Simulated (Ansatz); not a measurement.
```cif
data_Na2
_chemical_formula_sum 'Na2'
_space_group_name_H-M_alt 'Im-3m'
_space_group_IT_number 229
_space_group_name_Hall '-I 4 2 3'
_cell_length_a 4.19569
_cell_length_b 4.19569
_cell_length_c 4.19569
_cell_angle_alpha 90.000
_cell_angle_beta 90.000
_cell_angle_gamma 90.000
loop_
_atom_site_label
_atom_site_type_symbol
_atom_site_symmetry_multiplicity
_atom_site_Wyckoff_symbol
_atom_site_fract_x
_atom_site_fract_y
_atom_site_fract_z
_atom_site_occupancy
Na1 Na 2 a 0.00000 0.00000 0.00000 1
```
(The calculation used a cell of 1 atom; values per cell refer to that cell.)

The cell is fixed at its relaxed static size. Melting and transitions to other phases are not modelled.

Is this phase dynamically stable in the harmonic approximation, and at 100, 300 K by the stochastic self-consistent harmonic approximation in a 4×4×4 supercell, DFT at the PBE level (Ansatz, a first-principles code)? Give the softest mode in each case.

Harmonic: softest mode 20 cm⁻¹ at q = (0.00, 0.00, 0.25), so stable at the wave vectors of the supercell. 100 K: stable, softest second derivative of the free energy 22 cm⁻¹ (error under 1) at q = (0.00, 0.00, 0.25), at 0.2 GPa in this cell. 300 K: stable, softest second derivative of the free energy 23 cm⁻¹ (error under 1) at q = (0.00, 0.00, 0.25), at 0.4 GPa in this cell. The verdict is statistical, holds for these wave vectors and this fixed cell alone, and errs towards stability where frames are few. Wave vectors are fractions of the primitive cell's reciprocal vectors.
